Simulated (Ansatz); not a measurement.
Rock-salt NaH was calculated with HSE06 (Ansatz, an electronic-structure program, plane waves, PAW).

Settings: plane-wave cutoff 520 eV, 8×8×8 k mesh, scalar-relativistic PAW data made under PBE.

Computed at the level's own relaxed cell.

```
CELL_PARAMETERS angstrom
      0.00000     2.40264     2.40264
      2.40264     0.00000     2.40264
      2.40264     2.40264     0.00000
ATOMIC_POSITIONS crystal
  Na 0.00000 0.00000 0.00000
  H  0.50000 0.50000 0.50000
```

Task: Give the elastic tensor (Voigt notation, GPa, ions relaxed, in the Cartesian axes of the cell as printed).

Result: 
```
   46.7    12.8    12.8     0.0     0.0     0.0
   12.8    46.7    12.8     0.0     0.0     0.0
   12.8    12.8    46.7     0.0     0.0     0.0
    0.0     0.0     0.0    23.5     0.0     0.0
    0.0     0.0     0.0     0.0    23.5     0.0
    0.0     0.0     0.0     0.0     0.0    23.5
```

The computed numbers hold no vibrational or temperature effects.
